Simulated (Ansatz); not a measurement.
Input:

```
ZrS2
1.0
    3.68551     0.00000     0.00000
   -1.84275     3.19174     0.00000
    0.00000     0.00000    18.94732
Zr S
1 2
Direct
  0.00000   0.00000   0.50000
  0.33333   0.66667   0.57643
  0.66667   0.33333   0.42357
```

Calculation: PBE with spin-orbit coupling, rigid bands (plane waves, PAW; Ansatz, a first-principles code). Condition of this run: spin-orbit coupling switched on. Cell: cell and atoms relaxed with PBE.

**Question.** What conductivity effective mass do dilute holes have at 300 K?

**Answer.** 0.33 mₑ.

**Question.** Predict the electron conductivity mass (n e² τ/σ) at 300 K, by direction if it differs.

**Answer.** 0.53 mₑ.

**Question.** And the band gap?

**Answer.** 1.16 eV at this level; semilocal functionals usually fall short of the measured gap.

Rigid bands, one relaxation time for all states, no polarons.

Model free-standing layer, not matched to a measured one here: monolayer ZrS2.
